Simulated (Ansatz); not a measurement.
Consider BAsO$_{4}$ (space group I-4, No. 82; a = 4.511 Å, c = 6.799 Å).

Level of theory: Kohn–Sham DFT with the PBEsol functional, run in Ansatz (an electronic-structure program) with PAW and 420 eV plane waves, without spin-orbit coupling.

Before the change:

The width of the top valence band is 0.50 eV and the electron mass comes out as 0.60 mₑ along c, 0.69 mₑ across (at Γ). The smallest direct gap comes out as 5.06 eV.

The change: Se takes the place of O on all its sites; the structure is relaxed again.

Tabulated Pauling electronegativity and covalent radius: O 3.44, 0.66 Å; Se 2.55, 1.20 Å.

Task: Predict the new width of the top valence band, electron mass, valence-band top at Γ, hole mass and smallest direct gap.

Result: The width of the top valence band rises by 0.35 eV, from 0.50 eV to 0.85 eV; the electron mass changes from 0.60 mₑ along c, 0.69 mₑ across (at Γ) to 0.39 mₑ along k, 0.57 mₑ across (at M); the valence-band top at Γ (three highest levels, from the VBM) amounts to 0.00, -0.55, -0.55 eV; the hole mass amounts to 0.18 mₑ along c, 0.65 mₑ across (at Γ); the smallest direct gap decreases by 4.24 eV, from 5.06 eV to 0.82 eV.

Masses are band curvatures over ±0.01 Å⁻¹ around the edge. Along k means along the line from Γ to the band edge. Whether these cells are dynamically stable was not tested. As relaxed here, BAsSe4 is a hypothetical phase, not in the database extracts checked.
